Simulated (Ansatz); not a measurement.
Consider ZnS in the zinc blende structure (space group F-43m, No. 216; a = 5.4434 Å).

Perturbation: every lattice vector is stretched by 1.50 %; the atoms relax in the strained cell.

Level of theory: DFT with PBE, PAW potentials and a 420 eV plane-wave cutoff in Ansatz (a quantum-chemistry and plane-wave program), no spin-orbit coupling.

Base, band edges from the VBM (valence, conduction): X -2.14, 3.45; W -2.63, 5.70; L -0.84, 3.26; Γ 0.00, 2.02; K -1.74, 4.14; U -1.74, 4.14 eV.

Give the band edges at the high-symmetry points of the new zone, measured from its valence-band maximum.


| point | valence edge (eV) | conduction edge (eV) |
|---|---|---|
| Γ | 0.00 | 1.83 |
| X | -1.99 | 3.55 |
| U | -1.62 | 4.17 |
| K | -1.62 | 4.17 |
| L | -0.77 | 3.17 |
| W | -2.44 | 5.71 |

The gap is 1.83 eV, direct at Γ.

Stability against distortions was not tested.
